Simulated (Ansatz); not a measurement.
**Cubic perovskite KZnF3**

The numbers are results of PBEsol (PAW; Ansatz, a program for electronic structure), not measurements.

Numerical settings: plane-wave cutoff 500 eV, 10×10×10 k mesh, Fermi–Dirac smearing 0.05 eV, scalar-relativistic PAW data made under PBE.

Cell: relaxed at this level.

```json
{
  "volume_per_atom": "13.31 Å³/atom",
  "equilibrium_lattice_constant_a": "4.052 Å",
  "band_gap": "3.71 eV (on the SCF k mesh)"
}
```

Measured, for comparison: equilibrium volume per atom 13.34 Å³/atom, lattice constant a 4.055 Å (room temperature, no zero-point or thermal correction; as tabulated in Dubrovin et al. (2021), arXiv:2110.13026). Computed (rounded) less measured: equilibrium volume per atom -0.2 %, lattice constant a -0.1 %.

The result took around 22 core-seconds (rough).
